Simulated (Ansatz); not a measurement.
The parent structure is Al₂Pt (space group Fm-3m, No. 225; a = 5.947 Å; relaxed with 0.1 eV smearing). Axes: x, y, z lie along the cube axes.

Level of theory: PBE (Ansatz, a quantum-chemistry and plane-wave program), no spin-orbit coupling.

One thing is altered: the cell is scaled by 0.9850 in all directions, atoms relaxed at fixed cell.

Question: Predict the stress tensor and what it implies for the stiffness.

Answer: Stress of the strained cell less that of the base (GPa, compression positive):
```
    6.5     0.0     0.0
    0.0     6.5     0.0
    0.0     0.0     6.5
```

Then B = −ΔP/(ΔV/V₀) with ΔV/V₀ = -0.0443 gives secant stiffness values (nonlinear terms included at this strain): B ≈ 146 GPa.

As a check, the harmonic strain energy −½ V₀ Δσ:ε is 16 meV/atom; the computed energy rise is 15 meV/atom.

No phonon test of stability was made. All final runs are without spin polarisation.
